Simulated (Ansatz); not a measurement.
An Ansatz (an electronic-structure program) input (PBEsol (Ansatz; PAW; 420 eV plane waves; spin-orbit coupling left out)):

Ansatz 0.2 input:
```yaml
crystal:
  lattice:
    - [0, 2.4190379519, 2.4553235212]
    - [2.4190379519, 0, 2.4553235212]
    - [2.4190379519, 2.4190379519, 0]
  atoms:
    - { symbol: Be, position: [0, 0, 0] }
    - { symbol: S, position: [0.25, 0.25, 0.25] }
basis: { ecutwfc: 420, ecutrho_ratio: 4, xc_grid: 2, fft_grid_basis: typed }
kpoints: { mp_grid: { grid: [12, 12, 12] } }
hamiltonian:
  xc: pbesol
  dispersion: none
  pseudopotentials: { kind: paw }
scf: { occupations: { method: fermi_dirac, width: 0.05 }, convergence: { dr2_threshold: 0.0000000002 } }
relax: { f_tol: 0.005, max_steps: 50 }
output: { forces: true, stress: true }
checkpoint: { write: state.ck, write_every: 1000 }
```

Question: Which symmetry and how many k-points will the program report, and about how many plane waves at Γ?

Answer: Space group I-4m2 (ITA 119) with 8 operations, k-points 163 of 1728, and 537 plane waves at Γ.

Question: And the final pressure?

Answer: -1.42 GPa (compression positive).

The cells carry an imposed strain or load. Stability against distortions was not tested. The cell was made from BeS in the zinc blende structure (space group F-43m, No. 216) by this change: uniaxial strain ε_zz = +1.50 %.
